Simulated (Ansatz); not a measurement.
The parent structure is MoS2 (space group P6_3/mmc, No. 194; a = 3.173 Å, c = 12.437 Å; layered, stacked along the Cartesian z axis).

Perturbation: hole doping at 5.0×10^21 cm⁻³ (0.542 per cell), with a uniform compensating background at fixed cell and a 300 K Fermi–Dirac width.

Computed with r2SCAN+rVV10 (Ansatz, a program for electronic structure), spin-orbit coupling left out.

Base, band edges from the VBM (valence, conduction): K -0.67, 1.07; H -0.75, 1.07; M -1.33, 1.68; L -1.38, 1.70; A -0.29, 2.25; Γ 0.00, 2.24 eV.

Question: Give the band edges at the high-symmetry points of the new zone, measured from its valence-band maximum.

Answer: 
```
point  valence edge (eV)  conduction edge (eV)
-----  -----------------  --------------------
Γ                   0.00                  2.23
M                  -1.32                  1.60
K                  -0.72                  0.99
A                  -0.28                  2.23
L                  -1.37                  1.62
H                  -0.79                  0.99
```

The gap is 0.99 eV, indirect, Γ → K.

Charged cell with a jellium background: band edges are those of the host's band count, energies are not comparable with the neutral cell, and many-body gap narrowing is missing. Gaps are read on the SCF mesh and a high-symmetry path. No phonon test of stability was made.
